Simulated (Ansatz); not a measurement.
The reference is Al in the fcc (Cu type) structure (space group Fm-3m, No. 225; a = 3.994 Å; relaxed with 0.1 eV smearing). Axes: x, y, z lie along the cube axes.

Level of theory: plane-wave PAW DFT at the r2SCAN level (Ansatz, a quantum-chemistry and plane-wave program, 500 eV), scalar-relativistic without spin-orbit coupling.

Before the change:

| Quantity | Result |
|---|---|
| Pressure | 0.0 GPa |

Perturbation: biaxial strain +0.83 %, plane normal [111], relaxed out of plane (Cartesian); in-plane vectors clamped, the third vector and the atoms free.

How does this affect the energy relative to the base, ratio −ε⊥/ε∥ and pressure?

The energy rises by 1.0 meV/atom; the ratio −ε⊥/ε∥ is 0.88; the pressure (mean of the normal stresses, compression positive) goes from zero to -0.8 GPa.

Whether these cells are dynamically stable was not tested.
